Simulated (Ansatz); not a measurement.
ScBeNO (model structure, started from the AlSiCN type, P3m1, No. 156, 4 atoms in the cell) was calculated with PBE in Ansatz (plane waves, PAW).

Numerical settings: plane-wave cutoff 520 eV, 12×12×6 k mesh (along the axes of the cell as run), Fermi–Dirac smearing 0.01 eV, scalar-relativistic PAW data made under PBE.

Cell (relaxed at this level):

```yaml
crystal:
  lattice:
    - [3.28230, 0.00000, 0.00000]
    - [-1.64115, 2.84255, 0.00000]
    - [0.00000, 0.00000, 4.87986]
  atoms:
    - { symbol: Sc, position: [0.33333, 0.66667, 0.51902] }
    - { symbol: Be, position: [0.66667, 0.33333, 0.98439] }
    - { symbol: O, position: [0.33333, 0.66667, 0.09377] }
    - { symbol: N, position: [0.66667, 0.33333, 0.65280] }
```

Q: What does this level give for the band gap, smallest direct gap on the k points sampled and direct gap at Γ?

A: 
band gap: 3.05 eV (indirect)
smallest direct gap on the k points sampled: 3.47 eV
direct gap at Γ: 4.07 eV

Note: the relaxation could raise the start's symmetry but not lower it, so the cell can be a saddle point.

The computed numbers hold no vibrational or temperature effects.

A model structure was made by putting elements into a prototype or built by hand; it is no filed structure, need not be a known phase, and can be a saddle point held by its symmetry.

Ansatz is a quantum-chemistry and plane-wave program.
